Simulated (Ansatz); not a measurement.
## 1T (CdI2-type) MgI2

Computed with r²SCAN in Ansatz (plane waves, PAW).

Run with plane-wave cutoff 600 eV, 12×12×6 k mesh (along the axes of the cell as run), scalar-relativistic PAW data made under PBE.

Cell: measured lattice: a = b = 4.1537 Å, c = 6.8620 Å, α = β = 90.00°, γ = 120.00°.

For 1T (CdI2-type) MgI2, the elastic constant C11 is 52.1 GPa and the elastic constant C12 is 15.9 GPa. The elastic constant C13 comes out as 7.89 GPa and the elastic constant C33 comes out as 24.3 GPa. The elastic constant C44 comes out as 5.80 GPa and the elastic constant C66 comes out as 18.1 GPa. The voigt–Reuss–Hill bulk modulus comes out as 19.6 GPa. The polycrystal shear modulus (Hill average) comes out as 10.8 GPa. The Young modulus is 27.3 GPa. The Poisson ratio is 0.268.

Note: the cell isn't this level's own, so it is under some stress, which shifts stiffness and frequencies.

Elastic constants are with the ions relaxed.

Spin–orbit coupling is not included.

Computed values are for the static lattice.

Ansatz is an electronic-structure program.
